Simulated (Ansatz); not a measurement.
Input and output of a self-consistent single point for B (Pm-3n, 8 atoms in the cell) (Ansatz, a program for electronic structure).

Computed with PBE (plane waves, PAW; Ansatz).

```yaml
crystal:
  lattice:
    - [3.63787, 0.00000, 0.00000]
    - [0.00000, 3.63787, 0.00000]
    - [0.00000, 0.00000, 3.63787]
  atoms:
    - { symbol: B, position: [0.25000, 0.00000, 0.50000] }
    - { symbol: B, position: [0.75000, 0.00000, 0.50000] }
    - { symbol: B, position: [0.00000, 0.50000, 0.25000] }
    - { symbol: B, position: [0.00000, 0.50000, 0.75000] }
    - { symbol: B, position: [0.50000, 0.25000, 0.00000] }
    - { symbol: B, position: [0.50000, 0.75000, 0.00000] }
    - { symbol: B, position: [0.00000, 0.00000, 0.00000] }
    - { symbol: B, position: [0.50000, 0.50000, 0.50000] }
```

Reference input (self-consistent single point, DFT, PBE, plane waves, default PAW files): kpoints.mp_grid.grid = 7 7 7; hamiltonian.xc = pbe; hamiltonian.pseudopotentials = {kind: paw} (the program's default PAW files); scf.occupations.method = cold; scf.occupations.width = 0.1 eV. This run's input differs from it in these lines:

Ansatz 0.2 input:
```diff
@@ -16,3 +16,3 @@
 kpoints:
-  mp_grid: { grid: [7, 7, 7] }
+  mp_grid: { grid: [9, 9, 9] }
 hamiltonian:
```

Output (repeated stretches shortened):

```
SCF iter   1: F=—  HF=-1235.024736 eV  |F-HF|=—  |Δ(HF+E_count)|=         —  Δρ=6.79e-3  dr2=2.10e-2  ethr=1.77e-3  ⟨swp⟩=4.3  Hψ=3182  notcnv=0  defer=7
all-band conjugate gradients solve this SCF's bands
preconditioner: auto → none
SCF iter   2: F=—  HF=-1235.020687 eV  |F-HF|=—  |Δ(HF+E_count)|=   4.05e-3  S|Δr|=    0.00e0  Δρ=3.29e-3  dr2=4.14e-3  ethr=8.76e-5  ⟨swp⟩=1.1  Hψ=1003  notcnv=0  defer=13
SCF iter   3: F=—  HF=-1235.019824 eV  |F-HF|=—  |Δ(HF+E_count)|=   8.63e-4  S|Δr|=    0.00e0  Δρ=3.74e-4  dr2=4.32e-5  ethr=1.72e-5  ⟨swp⟩=2.7  Hψ=1020  notcnv=0  defer=13
SCF iter   4: F=—  HF=-1235.019820 eV  |F-HF|=—  |Δ(HF+E_count)|=   4.00e-6  S|Δr|=    0.00e0  Δρ=3.35e-5  dr2=4.71e-7  ethr=1.80e-7  ⟨swp⟩=2.5  Hψ=1027  notcnv=0  defer=13
SCF iter   5: F=-1235.019819 eV  HF=-1235.019819 eV  |F-HF|=7.97e-10  |Δ(HF+E_count)|=   2.10e-7  S|Δr|=    0.00e0  Δρ=1.94e-6  dr2=1.27e-9  ethr=4.17e-10  ⟨swp⟩=8.3  Hψ=3016  notcnv=0
SCF 1 converged in 5 iterations: F = -1235.019819 eV  dr2 = 1.27e-9
Stability not checked (fill_not_monotonic)
Free energy (F): -1235.019819 eV
Internal energy: -1235.021540 eV  (E = F + TS)
E sigma→0 (E₀):  -1235.020393 eV
Entropy (-TS):   0.001721 eV (0.215 meV/atom)
Fermi energy:    14.148179 eV
--- Forces (eV/Å), atoms counted from 1 ---
  atom   1  B      0.00000000    -0.00000000     0.00000000
   [... zero for the other atoms too ...]
--- Stress (GPa, compression-positive) ---
        5.212610       0.000000       0.000000
        0.000000       5.212610      -0.000000
       -0.000000      -0.000000       5.212610
  P = ⅓ Tr σ = 5.2126 GPa (52.126 kbar)
  The stress holds the Pulay correction. Without it, at fixed plane waves, as pw.x and ABINIT print it: P = 4.8828 GPa
```

The run converged in 5 iterations. Against the reference run the free energy goes up by 1.6 meV/atom and the pressure goes from 5.40 to 5.21 GPa.

The starting cell was generated: these elements placed on a structure prototype, without a prior relaxation; it need not be a known phase or ordering of this composition. With a pressure of about 5 GPa the cell is away from its equilibrium volume at this level. Ansatz's pressure includes its estimate of the finite-basis (Pulay) stress.
